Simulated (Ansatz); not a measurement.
MgMnF$_{6}$ (space group R-3, No. 148; ferromagnetic; a cell from a computed database, its experimental status unchecked)

```
MgMnF6
1.0
    2.51732     1.45337     4.39125
   -2.51732     1.45337     4.39125
    0.00000    -2.90675     4.39125
Mg Mn F
1 1 6
Direct
  0.50000   0.50000   0.50000
  0.00000   0.00000   0.00000
  0.76457   0.12679   0.34742
  0.23543   0.87321   0.65258
  0.34742   0.76457   0.12679
  0.65258   0.23543   0.87321
  0.12679   0.34742   0.76457
  0.87321   0.65258   0.23543
```

Calculations: Ansatz (a program for electronic structure), PBEsol+U (U_eff on d states: Mn 3.90 eV), PAW, cutoff 420 eV, without spin-orbit coupling. Settings: 8×8×8 k-points, 0.05 eV Fermi–Dirac smearing.

| Property | Value |
|---|---|
| Volume per atom | 12.05 Å³ |
| Density | 3.33 g/cm³ |
| Band gap | 2.82 eV, direct at F |
| Magnetic state | ferromagnetic |
| Total energy | -1323.306 eV/atom (σ→0; compares only within this code and set-up) |

Other magnetic orders, which the real material may have, were not ruled out. No phonon test of stability was made. The U values are a database's picks, fitted on other projectors than the ortho-atomic ones used here.
